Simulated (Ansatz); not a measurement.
Abridged Ansatz (an electronic-structure program) output:

```
Relaxation: its limit of steps is 50 (relax.max_steps)
Pseudopotential: Pd, paw, valence charge 18
Crystal: 1 atoms, lattice volume = 14.693 Å³
Basis set: ecut = 420 eV, 283 PW (Γ), exchange–correlation on 40×40×40 points (8 copies of the dense FFT grid, shifted against one another)
Bands: 13, of which v1, the nominal top of the filled ones, is band 9 counted from 1 (8 counted from 0)
Symmetry: 16 space group operations
k-points: 1800 of 24389
Functional: x = pbesol(κ = 0.804, μ = 0.12345679012345678), c = pbesol(β = 0.046)
SCF iter   1: F=—  HF=-6907.866584 eV  |F-HF|=—  |Δ(HF+E_count)|=         —  Δρ=1.68e-1  dr2=4.17e0  ethr=3.10e-3  ⟨swp⟩=5.0  Hψ=117038  notcnv=0
SCF iter   2: F=—  HF=-6906.849650 eV  |F-HF|=—  |Δ(HF+E_count)|=    1.02e0  Δρ=5.83e-2  dr2=4.43e-1  ethr=3.10e-3  ⟨swp⟩=2.7  Hψ=59610  notcnv=0
SCF 1 converged in 8 iterations: F = -6906.736294 eV  dr2 = 8.25e-13
relax step   1: F+E_penalty+E_count = -6906.73629449 eV  Δ(F+E_penalty+E_count) = +0.000e0 eV  max|allowed force component| = 0.000e0 eV/Å  Δτ_max = 0.0000 Å  (8 SCF iters, accepted)
SCF converged after 8 iterations
Free energy (F): -6906.736294 eV
Internal energy: -6906.673543 eV  (E = F + TS)
E sigma→0 (E₀):  -6906.704919 eV
Entropy (-TS):   -0.062751 eV (-62.751 meV/atom)
Fermi energy:    19.602820 eV
--- Forces (eV/Å), atoms counted from 1 ---
  atom   1  Pd     0.00000000    -0.00000000     0.00000000
--- Stress (GPa, compression-positive) ---
       -1.420810       0.000000       0.000000
        0.000000      -1.958727      -0.000000
        0.000000      -0.000000      -1.420810
  P = ⅓ Tr σ = -1.6001 GPa (-16.001 kbar)
--- Relaxed structure (1 steps of the walk, 1 accepted, 0 SCFs on fresh bases) ---
  atoms:
    - { symbol: Pd, position: [0.0, 0.0, 0.0] }
```

Problem. What was computed, and what are the main results?

Solution. Pd, 1 atom in the cell, with PBEsol, PAW, 420 eV (Ansatz; no SOC), earlier PAW set. The last SCF converged to F = -6906.736294 eV, or -6906.7363 eV per atom, at a pressure of -1.60 GPa. The total energy compares only with runs of the same code, potentials and settings.

The cells carry an imposed strain or load. No phonon test of stability was made. All final runs are without spin polarisation. The cell was made from Pd in the fcc (Cu type) structure (space group Fm-3m, No. 225) by this change: uniaxial strain ε_yy = +0.81 %.

Keys are those of Ansatz 0.2.
